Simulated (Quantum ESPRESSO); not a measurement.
# Pressure against volume in rock-salt MgSe (space group 225) (Quantum ESPRESSO, LDA)

```
CELL_PARAMETERS angstrom
      0.00000     2.62382     2.62382
      2.62382     0.00000     2.62382
      2.62382     2.62382     0.00000
ATOMIC_POSITIONS crystal
  Mg 0.00000 0.00000 0.00000
  Se 0.50000 0.50000 0.50000
```

Computed with LDA (PZ), GBRV 1.5 ultrasoft (LDA) pseudopotentials (plane waves; Quantum ESPRESSO 7.5). Settings: ecutwfc = 52 Ry; ecutrho = 260 Ry; occupations = smearing; smearing = fd; degauss = 0.000734986 Ry; potentials = {Mg: mg_lda_v1.4.uspp.F.UPF, Se: se_lda_v1.uspp.F.UPF}; K_POINTS = automatic 11 11 11 0 0 0; conv_thr = 1e-10 Ry; mixing_beta = 0.3. The cell above is the first row's. The rows scale it uniformly. In all rows fractional positions and the k mesh are held.

| V (Å^3/atom) | P (GPa) |
|---|---|
| 18.064 | 6.72 |
| 18.456 | 4.74 |
| 18.849 | 2.96 |
| 19.242 | 1.35 |
| 19.634 | -0.11 |
| 20.027 | -1.41 |
| 20.420 | -2.60 |
| 20.812 | -3.66 |
| 21.205 | ? |

The 8 complete rows are fitted with a cubic, P against V. With u = V - 19.4, the rows have u = -1.3360, -0.9440, -0.5510, -0.1580, 0.2340, 0.6270, 1.0200, 1.4120. Least squares gives P = 0.743 - 3.7347·u + 0.4957·u² - 0.0423·u³. Residuals (row less fit): 0.002, -0.006, 0.002, 0.004, -0.006, 0.004, -0.004, 0.001; standard error 0.006 (degrees of freedom: 4). The fitted pressure is zero at V0 = 19.60, where dP/dV = -3.537, so B0 = -V0·dP/dV = 69.3 GPa.

### Question
What does the fit predict for P at V = 21.205, and how far is the calculated value from it?

### Answer
u = 1.8050, so P = 0.743 - 3.7347 × 1.8050 + 0.4957 × 1.8050² - 0.0423 × 1.8050³ = -4.632 GPa. The calculation gives -4.63 GPa, which the fit meets to the printed digits. The row lies outside the fitted rows, so this is an extrapolation. From the scatter of the fitted rows alone, a prediction at this place has a standard error of 0.015 GPa, so the miss is 0.1 times that.

Carrying the step between the two nearest rows on in a straight line would have given -4.72, off by 0.09; series whose last step already gives the withheld value aren't shown. The scan was laid around a cell of about the measured size, scaled by a guess for this functional. This is one of several polymorphs. The runs keep the symmetry of the cell, so they don't test it for distortions. Cutoffs and mesh are single choices, not tested for convergence of this quantity. Series with a scatter that would blur these digits, or in which a gap closes, are not shown.
